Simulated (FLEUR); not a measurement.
Band structure of InPd (Pm-3m, 2 atoms in the cell).

```xyz
2
Lattice="3.3311 0.0000 0.0000 0.0000 3.3311 0.0000 0.0000 0.0000 3.3311" Properties=species:S:1:pos:R:3 pbc="T T T"
In     0.0000     0.0000     0.0000
Pd     1.6656     1.6656     1.6656
```

Level of theory: PBE, all-electron FLAPW (FLEUR), scalar-relativistic valence.

Settings: Kmax = 4 1/bohr; GmaxXC = 20 1/bohr; xcFunctional = pbe; jspins = 1; l_soc = F; mode = hist; fermiSmearingEnergy = 0.00999582 Htr; mesh (inpgen div1-3) = 10 10 10; inpgen gamma flag = true; Gmax = 20 1/bohr; numbands = 0; maxIterBroyd = 99; imix = Anderson; alpha = 0.05.

The starting cell comes from a database of computed structures (which also holds hypothetical and non-ambient phases and stackings), without a prior relaxation at this level. Its lattice was rescaled by a random factor within 2.5 % of one. Spin polarisation is off. Values depend on the basis (sphere radii, cutoffs, local orbitals), which need not be converged.

Levels in eV from the Fermi level, bands 16 to 23:
```
point     16     17     18     19     20    21    22    23
-----  -----  -----  -----  -----  -----  ----  ----  ----
Γ      -3.61  -2.20  -2.20  -2.20   4.10  4.10  4.10  8.74
X      -3.57  -3.09  -3.09  -2.26  -1.13  9.07  9.07  9.66
M      -2.58  -2.58  -2.15  -2.15  -1.67  1.16  2.26  9.06
R      -4.58  -1.63  -1.63  -0.33   3.69  3.69  3.69  4.15
```
